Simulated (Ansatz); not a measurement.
The starting structures come from a database of crystals and need not be the phases stable at ambient conditions.

Inside the gap of an insulator the Bloch states are evanescent, with a wavenumber k + iκ along the transport direction.

```
CELL_PARAMETERS angstrom
      5.89101     0.00000     0.00000
     -2.73782     7.63395     0.00000
     -1.76001     1.66793     5.43043
ATOMIC_POSITIONS crystal
  P  0.17039 0.31958 0.08098
  P  0.82961 0.68042 0.91902
  P  0.80678 0.44817 0.52781
  P  0.19322 0.55183 0.47219
  P  0.66108 0.65782 0.21851
  P  0.33892 0.34218 0.78149
  P  0.32245 0.76549 0.66204
  P  0.67755 0.23451 0.33796
  P  0.31770 0.94105 0.05160
  P  0.68230 0.05895 0.94840
  P  0.84728 0.91450 0.31625
  P  0.15272 0.08550 0.68375
  Ru 0.72324 0.95636 0.63393
  Ru 0.27676 0.04364 0.36607
  Ru 0.77230 0.37229 0.92974
  Ru 0.22770 0.62771 0.07026
```

Space group of this cell: P-1. The cell is taken as given; by PBEsol its mean pressure is -2.7 GPa.

Transport runs along the normal of the first two printed cell vectors.

No gap correction and no spin-orbit coupling; mid-gap values are interpolated between computed energies.

**Question.** Compute, with PBEsol in Ansatz (a first-principles code), the band gap and the smallest decay constant κ at mid-gap.

**Answer.** Gap 0.95 eV on a 6×4×6 mesh; κ = 0.173 1/Å, at the zone centre.
